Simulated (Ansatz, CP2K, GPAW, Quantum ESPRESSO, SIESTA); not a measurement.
NiSb (P6_3/mmc, 4 atoms in the cell) computed with different codes at matched settings

Self-consistent single point, at a second geometry (lattice scaled by 0.98). First geometry:

```
CELL_PARAMETERS angstrom
      1.97836    -3.42662     0.00000
      1.97836     3.42662     0.00000
      0.00000     0.00000     5.16488
ATOMIC_POSITIONS crystal
  Ni 0.00000 0.00000 0.50000
  Ni 0.00000 0.00000 0.00000
  Sb 0.33333 0.66667 0.25000
  Sb 0.66667 0.33333 0.75000
```

Shared settings, as Ansatz (an electronic-structure program) writes them: kpoints.mp_grid.grid = 8 8 5; scf.occupations.method = gaussian; scf.occupations.width = 0.2 eV. Potentials and cutoffs stand in the table.

```tsv
code	model	ΔF from the first geometry (meV/atom)	pressure (GPa)	cutoff
CP2K	PBE, GPW, DZVP-MOLOPT-SR-GTH basis, GTH-PBE potentials (GTH_POTENTIALS)	52.0	12.87	grid 600 Ry
Quantum ESPRESSO	PBE, PSlibrary PAW (PBE) pseudopotentials	31.7	8.88	50 Ry
GPAW	PBE, GPAW PAW datasets PBE (gpaw-data 1.0.1)	30.2	9.06	800 eV
Ansatz	PBE, default PAW files	31.3	9.11	default
SIESTA	GGA PBE, numerical atomic orbitals DZP, PseudoDojo PBE standard norm-conserving potentials (rewritten from UPF to PSML)	44.6	11.60	grid 350 Ry
```

For Quantum ESPRESSO (by 0.4 GPa) the energy change implies a higher mean pressure, against the two pressures, than for the other programs: a sign of finite-basis (Pulay) stress.

On Ansatz's run: spin-orbit coupling is off. Spin polarisation is off.

The spread over the programs that give each value: ΔF from the first geometry within 21.8 meV/atom; pressure within 3.99 GPa.

CP2K and SIESTA use small atom-centred bases, whose incompleteness enters pressures, forces and empty levels differently from a plane-wave cutoff. Ansatz's pressure is given at a fixed set of plane waves, as the other plane-wave codes print theirs; with its correction for the finite basis it is 9.18 GPa. In the pressure, CP2K (by 3.81) and SIESTA (by 2.54) lie more than 1 GPa from the median of the plane-wave programs.

The starting cell has typed, rounded lattice constants, without a prior relaxation at this level. Its lattice was rescaled by a random factor within 2.5 % of one. For this run, on top of that: lattice scaled by 0.98.

Left out of this page: Elk and FLEUR (not drawn, or without a comparable value).

Keys are those of Ansatz 0.2.
